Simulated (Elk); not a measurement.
# Input and output of a self-consistent single point for Mg2Sn (Fm-3m, 3 atoms in the cell) (Elk)

Computed with PBE, all-electron FP-LAPW, Elk's shipped species files, default APW+lo basis run with Elk.

Input as run:

```
tasks
  0

xctype
  20

swidth
  0.000734986

maxscl
  100

scale
  1.889726125

avec
    0.0000000000    3.3806760000    3.3806760000
    3.3806760000    0.0000000000    3.3806760000
    3.3806760000    3.3806760000    0.0000000000

sppath
  './'

atoms
  2
  'Mg.in'
  2
  0.2500000000  0.2500000000  0.2500000000    0.0 0.0 0.0
  0.7500000000  0.7500000000  0.7500000000    0.0 0.0 0.0
  'Sn.in'
  1
  0.0000000000  0.0000000000  0.0000000000    0.0 0.0 0.0

ngridk
  9 9 9
```

Output, abridged:

```
│ Elk code version 10.2.4 │

All units are atomic (Hartree, Bohr, etc.)

│ Ground-state run starting from atomic densities │

Lattice vectors :
   0.000000000       6.388551757       6.388551757
   6.388551757       0.000000000       6.388551757
   6.388551757       6.388551757       0.000000000

Unit cell volume      :    521.4795097
Brillouin zone volume :   0.4756662704

Muffin-tin inner radius fraction :   0.1000000000E-01

Nuclei treated as point charges

Species :    1 (Mg)
 parameters loaded from : Mg.in
 name : magnesium
 nuclear charge    :   -12.00000000
 electronic charge :    12.00000000
 atomic mass :    44305.30462
 muffin-tin radius :    2.200000000
 number of radial points in muffin-tin :    397
 atomic positions (lattice), magnetic fields (Cartesian) :
   1 :   0.25000000  0.25000000  0.25000000    0.00000000  0.00000000  0.00000000
   2 :  -0.25000000 -0.25000000 -0.25000000    0.00000000  0.00000000  0.00000000

Species :    2 (Sn)
 parameters loaded from : Sn.in
 name : tin
 nuclear charge    :   -50.00000000
 electronic charge :    50.00000000
 atomic mass :    216395.0920
 muffin-tin radius :    2.600000000
 number of radial points in muffin-tin :    597
 atomic positions (lattice), magnetic fields (Cartesian) :
   1 :   0.00000000  0.00000000  0.00000000    0.00000000  0.00000000  0.00000000

Total number of atoms per unit cell :    3

Spin treatment :
 spin-unpolarised

Number of Bravais lattice symmetries :   48
Number of crystal symmetries         :   48
Crystal has inversion symmetry
Real symmetric eigensolver will be used

k-point grid :      9     9     9
k-point offset :    0.000000000       0.000000000       0.000000000
k-point set is reduced with full crystal symmetry group
Total number of k-points :       35

Muffin-tin radius times maximum |G+k| :    7.000000000
 using average radius
Maximum |G+k| for APW functions       :    3.000000000
Maximum (1/2)|G+k|²                   :    4.500000000
Maximum |G| for potential and density :    12.00000000
 potential will be trimmed for |G| > 2 gkmax
Constant for pseudocharge density :    8
Radial integration step length :    4

G-vector grid sizes :     35    35    35
Number of G-vectors :    15185

Maximum angular momentum used for
 APW functions                      :    8
 outer part of muffin-tin           :    6
 inner part of muffin-tin           :    1

Total nuclear charge    :   -74.00000000
Total core charge       :    34.00000000
Total valence charge    :    40.00000000
Total excess charge     :    0.000000000
Total electronic charge :    74.00000000

Effective Wigner radius, rₛ :    1.189338944

Number of empty states         :   12
Total number of valence states :   32
Total number of core states    :   34

Total number of local-orbitals :   33

Exchange-correlation functional :     20     0     0
 Perdew-Burke-Ernzerhof, Phys. Rev. Lett. 77, 3865 (1996)
 gradient requirement :    1
 generalised gradient approximation (GGA)

Smearing type :    3
 Fermi-Dirac
Smearing width :   0.7349860000E-03
Effective electronic temperature (K) :    232.0902224

Mixing type :    3
 Broyden mixing, J. Phys. A: Math. Gen. 17, L317 (1984)

Kohn-Sham potential initialised from atomic data

│ Self-consistent loop started │
│ Loop number : 1 │
 total energy                :     -6584.72552322
│ Loop number : 2 │
 total energy                :     -6584.65931787
RMS change in Kohn-Sham potential (target) :   0.7139938714     (  0.1000000000E-05)
Absolute change in total energy (target)   :   0.6620535643E-01 (  0.1000000000E-03)
│ Loop number : 3 │
 total energy                :     -6582.62809019
RMS change in Kohn-Sham potential (target) :   0.3835807520     (  0.1000000000E-05)
Absolute change in total energy (target)   :    2.047779014     (  0.1000000000E-03)
│ Loop number : 4 │
 total energy                :     -6580.96731610
RMS change in Kohn-Sham potential (target) :   0.1361667702     (  0.1000000000E-05)
Absolute change in total energy (target)   :    2.172718845     (  0.1000000000E-03)
│ Loop number : 5 │
 total energy                :     -6580.26489640
RMS change in Kohn-Sham potential (target) :   0.3710916573E-01 (  0.1000000000E-05)
Absolute change in total energy (target)   :    1.245599411     (  0.1000000000E-03)
│ Loop number : 6 │
 total energy                :     -6580.01437689
RMS change in Kohn-Sham potential (target) :   0.8153211445E-02 (  0.1000000000E-05)
Absolute change in total energy (target)   :   0.5619193591     (  0.1000000000E-03)
│ Loop number : 7 │
 total energy                :     -6579.93895275
RMS change in Kohn-Sham potential (target) :   0.1065483712E-02 (  0.1000000000E-05)
Absolute change in total energy (target)   :   0.2159039819     (  0.1000000000E-03)
│ Loop number : 8 │
 total energy                :     -6579.93177275
RMS change in Kohn-Sham potential (target) :   0.3242737260E-03 (  0.1000000000E-05)
Absolute change in total energy (target)   :   0.6115599569E-01 (  0.1000000000E-03)
│ Loop number : 9 │
 total energy                :     -6579.93042729
RMS change in Kohn-Sham potential (target) :   0.1923556517E-04 (  0.1000000000E-05)
Absolute change in total energy (target)   :   0.1663445937E-01 (  0.1000000000E-03)
│ Loop number : 10 │
 total energy                :     -6579.93051318
RMS change in Kohn-Sham potential (target) :   0.1564445908E-04 (  0.1000000000E-05)
Absolute change in total energy (target)   :   0.4072722948E-02 (  0.1000000000E-03)
│ Loop number : 11 │
 total energy                :     -6579.93020012
RMS change in Kohn-Sham potential (target) :   0.8251546448E-05 (  0.1000000000E-05)
Absolute change in total energy (target)   :   0.1331246943E-02 (  0.1000000000E-03)
│ Loop number : 12 │
 total energy                :     -6579.92982872
RMS change in Kohn-Sham potential (target) :   0.4624133444E-06 (  0.1000000000E-05)
Absolute change in total energy (target)   :   0.7042050802E-03 (  0.1000000000E-03)
│ Loop number : 13 │
 total energy                :     -6579.92981364
RMS change in Kohn-Sham potential (target) :   0.2068345571E-06 (  0.1000000000E-05)
Absolute change in total energy (target)   :   0.1911385507E-03 (  0.1000000000E-03)
│ Loop number : 14 │
 total energy                :     -6579.92980690
RMS change in Kohn-Sham potential (target) :   0.8815511751E-07 (  0.1000000000E-05)
Absolute change in total energy (target)   :   0.5452419464E-04 (  0.1000000000E-03)
Convergence targets achieved

│ Loop number : 15 │

Energies :
 Fermi                       :     0.151051099461
 sum of eigenvalues          :     -3946.12290707
 electron kinetic            :      6905.81739757
 core electron kinetic       :      6538.18943181
 Coulomb                     :     -13287.3210498
 Coulomb potential           :     -10593.5994417
 nuclear-nuclear             :     -514.188416219
 electron-nuclear            :     -14952.6658254
 Hartree                     :      2179.53319186
 Madelung                    :     -7990.52132892
 xc potential                :     -258.340862972
 exchange                    :     -194.871168080
 correlation                 :     -3.55496489134
 electron entropic           :    -0.210509763539E-04
 total energy                :     -6579.92980620

Density of states at Fermi energy :    11.08305368
 (states/Hartree/unit cell)

Estimated indirect band gap :   0.3638753691E-02
 from k-point     13 to k-point     25
Estimated direct band gap   :   0.1899160629E-01
 at k-point     24

Charges :
 core                        :    34.00000000
 valence                     :    40.00000000
 interstitial                :    4.747034199
 muffin-tins (core leakage)
  species :    1 (Mg)
   atom    1                 :    10.46294638     (  0.6661338148E-15)
   atom    2                 :    10.46294638     (  0.6661338148E-15)
  species :    2 (Sn)
   atom    1                 :    48.32707304     (  0.6777667149E-04)
 total in muffin-tins        :    69.25296580
 total calculated charge     :    73.98457891
 total charge                :    74.00000000
 error                       :   0.1542109241E-01

│ Self-consistent loop stopped │
```

The run converged in 15 iterations. The count includes the last loop, which Elk runs after its targets are met.

The starting cell has typed, rounded lattice constants, without a prior relaxation at this level. Its lattice was rescaled by a random factor within 2.5 % of one. Values depend on the basis (sphere radii, cutoffs, local orbitals), which need not be converged. The log's line on a gap gives a spacing of levels on this mesh, which the program prints for metals too.
